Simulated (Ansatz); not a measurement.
Base system: CdS in the zinc blende structure (space group F-43m, No. 216).

```xyz
2
Lattice="0.0000 2.9389 2.9389 2.9389 0.0000 2.9389 2.9389 2.9389 0.0000" Properties=species:S:1:pos:R:3 pbc="T T T"
S      1.4694     1.4694     1.4694
Cd     0.0000     0.0000     0.0000
```

The values are results of r2SCAN in Ansatz (plane waves to 500 eV, PAW, no SOC), not measurements.

Base values:

The lattice parameter a is 5.878 Å, the electron mass is 0.15 mₑ (at Γ) and the band gap comes out as 1.54 eV.

Modification: hydrostatic tension (pressure −2 GPa).

Predict the new lattice parameter a.

The lattice parameter a grows by 0.070 Å, from 5.878 Å to 5.948 Å.

What happens to the electron mass?

The electron mass stays 0.15 mₑ (at Γ).

How does this affect the band gap?

The band gap drops by 0.08 eV, from 1.54 eV to 1.46 eV.

Load acts through the strain it causes; cell and atoms are relaxed under it. Effective masses come from finite differences of ±0.01 Å⁻¹. No phonon test of stability was made.

Ansatz is a program for electronic structure.
